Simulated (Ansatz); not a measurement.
The starting structures come from a database of crystals and need not be the phases stable at ambient conditions.

Inside the gap of an insulator the Bloch states are evanescent, with a wavenumber k + iκ along the transport direction.

```
CELL_PARAMETERS angstrom
      5.78544     0.00000     0.00000
      0.34698     5.88266     0.00000
     -2.53381    -0.89068     9.02402
ATOMIC_POSITIONS crystal
  Cs 0.52840 0.14740 0.71640
  Cs 0.47160 0.85260 0.28360
  Cs 0.21710 0.27380 0.01470
  Cs 0.78290 0.72620 0.98530
  Li 0.07370 0.82120 0.44160
  Li 0.92630 0.17880 0.55840
  Li 0.30810 0.41560 0.42550
  Li 0.69190 0.58440 0.57450
  Ti 0.86180 0.31930 0.29140
  Ti 0.13820 0.68070 0.70860
  O  0.97500 0.42460 0.70810
  O  0.02500 0.57540 0.29190
  O  0.09940 0.13800 0.40420
  O  0.90060 0.86200 0.59580
  O  0.74050 0.20450 0.10270
  O  0.25950 0.79550 0.89730
  O  0.63110 0.36070 0.39710
  O  0.36890 0.63930 0.60290
```

Space group of this cell: P-1. The cell is taken as given.

Transport runs along the normal of the first two printed cell vectors.

The gap is the functional's own, uncorrected, and κ follows it; spin-orbit coupling is left out. Mid-gap values are interpolated between the computed energies.

Q: Predict the band gap and the smallest decay constant κ at mid-gap from r2SCAN (Ansatz, an electronic-structure program).

A: Gap 4.69 eV on a 6×6×4 mesh; κ = 0.454 1/Å, at the zone centre.
